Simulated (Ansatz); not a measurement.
The parent structure is Os in the hcp (Mg type) structure (space group P6_3/mmc, No. 194; a = 2.7383 Å, c = 4.3160 Å).

Level of theory: r2SCAN, PAW, 500 eV (Ansatz, an electronic-structure program; spin-orbit coupling left out).

Base values:

```
Item               Result
---------------  --------
Volume per atom  14.01 Å³
```

Perturbation: Au takes the place of Os on all its sites; the structure is relaxed again.

### Question
What happens to the volume per atom?

### Answer
The volume per atom grows by 3.582 Å³ to 17.60 Å³.

No phonon test of stability was made. The final runs are not spin-polarised. This is not the structure that Au has at room temperature and ambient pressure.
